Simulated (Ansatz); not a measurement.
Adsorption energy and surface dipole of F on the 1x1 (110) surface of 3C silicon carbide (cut with top plane C + Si), one in a 1x1 cell, started at the site 'over C at depth 1.5 Å', worked from the runs' numbers; total energies count from the potentials' own zero.

Host crystal: 3C silicon carbide, with a band gap (PBE, scalar-relativistic without spin-orbit coupling).

Method: PBE (plane waves to 420 eV, PAW; Ansatz, a program for electronic structure).

Set-up: 13 atoms, 7.7 Å thick at the start under the adsorbate (thin: gaps and levels are the slab's own); mesh 6x6x1; 0.01 eV smearing; dipole correction on; 6 atoms held, the rest relaxed; held to the start's symmetry, so lower structures may exist; spin-polarised, ending with about 1.0 μB a cell; orders that need a larger cell were not tried, no spin-orbit, no U, no dispersion correction. At the end it is bonded to Si. In PBE it is, or lies within 0.03 eV of, the lowest of the starts that converged.

```tsv
quantity	value
slab with the adsorbate	-6127.955 eV
clean slab, same cell and mesh	-5318.044 eV
reference, ½ F2(g)	-805.593 eV
area of the cell	13.57 Å²
change of the step from the bottom to the top vacuum level	1.079 eV
```

**Question.** What is the adsorption energy against this reference?

**Answer.** E(slab + adsorbate) − E(slab) − E(reference) = -4.32 eV, so in this state the adsorbate is more stable than in the reference, at a coverage of 7.37 a nm².

**Question.** What dipole does adsorption add to the slab along the outward normal (Helmholtz relation, ε₀ = 0.005526 e/(V·Å))?

**Answer.** p = −ε₀·A·ΔV = -0.081 e·Å = -0.39 D; its negative end points to the vacuum, which raises the vacuum level.
